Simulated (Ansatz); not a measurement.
# Response to strain in HfC

Take HfC in the rock salt structure (space group Fm-3m, No. 225; a = 4.607 Å; relaxed with 0.1 eV smearing) as the base.

Strains are applied to the cell and any free atomic positions relax.

All numbers come from PBEsol (Ansatz, a first-principles code, PAW, without spin-orbit coupling).

```
case                        pressure  shortest interatomic distance
------------------------  ----------  -----------------------------
base                         0.0 GPa                     4.353 bohr
isotropic strain −3.00 %    27.1 GPa                     4.222 bohr
isotropic strain −2.50 %    21.9 GPa                     4.244 bohr
isotropic strain −1.50 %    12.3 GPa                     4.288 bohr
isotropic strain −1.00 %     7.9 GPa                     4.310 bohr
isotropic strain −0.50 %     3.8 GPa                     4.331 bohr
isotropic strain +1.00 %    -7.0 GPa                     4.397 bohr
isotropic strain +2.00 %  (withheld)                     4.440 bohr
isotropic strain +2.50 %   -15.9 GPa                     4.462 bohr
isotropic strain +3.00 %  (withheld)                     4.484 bohr
```

**Question.** Fill in the withheld entries from the trend.

**Answer.** 
- isotropic strain +2.00 %, pressure: -13.1 GPa
- isotropic strain +3.00 %, pressure: -18.5 GPa

No phonon test of stability was made. The final runs are not spin-polarised.
